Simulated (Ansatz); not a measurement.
**What biaxial strain +2.08 %, plane normal [111], relaxed out of plane does to Rh**

Consider Rh in the fcc (Cu type) structure (space group Fm-3m, No. 225; a = 3.755 Å; relaxed with 0.1 eV smearing). Axes: x, y, z lie along the cube axes.

Perturbation: tensile biaxial strain of 2.08 % in the plane normal to [111], as in epitaxy on a mismatched substrate; the out-of-plane cell vector and the atoms relax.

Level of theory: plane-wave PAW DFT at the LDA level (Ansatz, a first-principles code, 420 eV), no spin-orbit coupling. Settings: 30×30×30 k-points, 0.1 eV Fermi–Dirac smearing.

```tsv
quantity	base	changed	shift
volume per atom	13.24 Å³	13.64 Å³	+0.40 Å³
space group	Fm-3m (No. 225)	R-3m (No. 166)	–
shortest interatomic distance	2.655 Å	2.654 Å	-0.001 Å
energy relative to the base (free energy F)	0 meV/atom	+23 meV/atom	+23 meV/atom
pressure (mean of the normal stresses, compression positive)	0.0 GPa	-8.3 GPa	-8.3 GPa
band gap	zero	zero	–
out-of-plane strain	–	-1.13 %	–
ratio −ε⊥/ε∥	–	0.55	–
```

No phonon test of stability was made. All final runs are without spin polarisation. Rh lies near a magnetic instability that expansion can trigger; it was not tested.
